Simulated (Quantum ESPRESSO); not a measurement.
**A series of runs on TlCu2S2 (I4/mmm, 5 atoms in the cell)**

```
CELL_PARAMETERS angstrom
     -1.88855     1.88855     6.68955
      1.88855    -1.88855     6.68955
      1.88855     1.88855    -6.68955
ATOMIC_POSITIONS crystal
  Tl 0.00000 0.00000 0.00000
  Cu 0.75000 0.25000 0.50000
  Cu 0.25000 0.75000 0.50000
  S  0.36000 0.36000 0.00000
  S  0.64000 0.64000 0.00000
```

Base run A: PBEsol, PSlibrary PAW (PBE) pseudopotentials (Quantum ESPRESSO), self-consistent single point.

Its settings: ecutwfc = 50 Ry; ecutrho = 300 Ry; occupations = smearing; smearing = methfessel-paxton; degauss = 0.0099958 Ry; input_dft = pbesol; K_POINTS = automatic 8 8 8 0 0 0; conv_thr = 1e-09 Ry; mixing_beta = 0.4.

The starting cell comes from a database of published, mostly measured structures (it also holds non-ambient and calculated ones), without a prior relaxation at this level. Spin polarisation is off; with an odd number of electrons in the cell that forces a metal, and a magnetic state may lie lower. In the base run, with a pressure of about -5 GPa the cell is away from its equilibrium volume at this level.

Runs:
- B: ecutwfc: 50 Ry → 55 Ry; ecutrho: 300 Ry → 330 Ry; input_dft: pbesol → default; pseudopotentials: {Tl: Tl.pbe-dn-kjpaw_psl.1.0.0.UPF, Cu: Cu.pbe-dn-kjpaw_psl.1.0.0.UPF, S: S.pbe-n-kjpaw_psl.1.0.0.UPF} → {Tl: Tl.pz-dn-kjpaw_psl.1.0.0.UPF, Cu: Cu.pz-dn-kjpaw_psl.1.0.0.UPF, S: S.pz-n-kjpaw_psl.1.0.0.UPF} [LDA (PZ)]
- C: input_dft: pbesol → blyp [BLYP]
- D: input_dft: pbesol → wc [Wu-Cohen GGA]
- E: input_dft: pbesol → rvv10 [rVV10]

| run | pressure (GPa) | largest force (eV/Å) |
|---|---|---|
| A | -5.33 | 0.951 |
| B | -8.01 | 1.135 |
| C | 4.33 | 0.502 |
| D | -5.12 | 0.908 |
| E | 0.34 | 0.456 |

Run E against A: The pressure goes from -5.33 to 0.34 GPa and the largest force goes from 0.951 to 0.456 eV/Å.

Run C against A: The pressure goes from -5.33 to 4.33 GPa and the largest force goes from 0.951 to 0.502 eV/Å.

Run D against A: The pressure goes from -5.33 to -5.12 GPa and the largest force goes from 0.951 to 0.908 eV/Å.

Left out of this page: 3 runs of the series held back from this collection.
